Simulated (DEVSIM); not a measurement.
Device: abrupt Si p-n junction, at 300 K.

Layer 1 from the left is Si, thickness (μm) 0.170, Na (cm⁻³) 9.4e18, τn (s) 3.2e-7, τp (s) 3.2e-7. Layer 2 from the left is Si, thickness (μm) 96.0, Nd (cm⁻³) 5.3e14, τn (s) 3.2e-7, τp (s) 3.2e-7.

Left contact: ohmic. Right contact: ohmic. Voltage is applied to the left contact. Recombination: SRH at mid-gap. Mobility is μmin + (μ − μmin)/(1 + (N/Nref)^α).

This is a model device: material constants are rounded textbook-type values typed into the input, and sizes, dopings and lifetimes were drawn at random. Values at 300 K.

Si: gap (eV) 1.124, affinity (eV) 4.05, permittivity 11.7, Nc (cm⁻³) 2.86e19, Nv (cm⁻³) 3.1e19, μn (cm²/Vs) 1417, μp (cm²/Vs) 470, μn,min 52, μp,min 45, Nref,n 9.7e16, Nref,p 2.2e17, αn 0.68, αp 0.72.

DEVSIM, 1D drift-diffusion, Boltzmann statistics, complete ionisation; no tunnelling, impact ionisation, image-force lowering or self-heating.

Dark forward current:

```tsv
|V| (V)	|J| (A/cm²)
0.05	6.783e-8
0.10	2.505e-7
0.15	7.994e-7
0.20	2.627e-6
0.25	9.681e-6
0.30	4.235e-5
0.35	0.0002207
0.40	0.001304
0.45	0.008102
0.50	0.04603
0.55	0.1863
0.60	0.5073
0.65	1.091
0.70	2.092
0.75	3.785
0.80	6.584
0.85	11.06
0.90	17.93
0.95	28.02
1.00	42.18
1.05	61.10
1.10	85.28
1.15	115.0
1.20	150.1
1.25	190.6
1.30	236.1
```

### Question
Work out the local ideality factor n = ΔV / (kT/q · ln(J2/J1)) between the rows 0.15 and 0.20 V, 0.40 and 0.45 V, 1.25 and 1.30 V.

### Answer
kT/q = 25.85 mV. From 0.15 to 0.20 V: ln(2.627e-6/7.994e-7) = 1.190, n = 1.63. From 0.40 to 0.45 V: ln(0.008102/0.001304) = 1.827, n = 1.06, near the 1 of diffusion or emission over a barrier. From 1.25 to 1.30 V: ln(236.1/190.6) = 0.214, n = 9.04.

### Question
Estimate the current at 0.40 V from the Shockley equation with J0 = Σ q ni² D/(N L) coth(W/L), τ joining the SRH, radiative and Auger lifetimes that are on, and W taken as the whole layer.

### Answer
ni² = 1.16e20 cm⁻⁶; electrons in the p layer: μ = 110 cm²/Vs, D = 2.85 cm²/s, τ = 3.20e-7 s, L = 9.55 μm, W/L = 0.018, term 3.31e-13 A/cm²; holes in the n layer: μ = 465 cm²/Vs, D = 12.0 cm²/s, τ = 3.20e-7 s, L = 19.6 μm, W/L = 4.9, term 2.15e-10 A/cm². J0 = 2.15e-10 A/cm², and J = J0 exp(qV/kT) = 0.00113 A/cm². The simulation gives 0.00130 A/cm²; the estimate lies 13 % below. The estimate leaves out recombination in the depletion region and that region's share of W.
